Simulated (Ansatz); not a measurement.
System: Ga2O3 (C2/m, No. 12, 10 atoms in the cell; start COD 7249717). Method: r²SCAN0 in Ansatz (PAW).

Settings: plane-wave cutoff 520 eV, 8×8×4 k mesh (along the axes of the cell as run), Fermi–Dirac smearing 0.01 eV, scalar-relativistic PAW data made under PBE.

Cell (measured lattice):

```
Ga2O3
1.0
    6.12350    -1.52200     0.00000
    6.12350     1.52200     0.00000
   -1.39324     0.00000     5.64419
Ga O
4 6
Cartesian
 10.15581   0.00000   3.98209
  0.69795   0.00000   1.66210
  6.93264   0.00000   4.59386
  3.92112   0.00000   1.05033
  8.81615   0.00000   5.28578
  2.03761   0.00000   0.35841
  9.68639   0.00000   2.20688
  1.16737   0.00000   3.43731
  5.02406   0.00000   4.27039
  5.82970   0.00000   1.37379
```

### Question
Predict the band gap and smallest direct gap on the k points sampled.

### Answer

- band gap: 5.34 eV (indirect)
- smallest direct gap on the k points sampled: 5.37 eV

Note: cell and atoms aren't relaxed at this level (largest force component 0.24 eV/Å, pressure -5.2 GPa).

Spin–orbit coupling is not included.

Ansatz is an electronic-structure program.
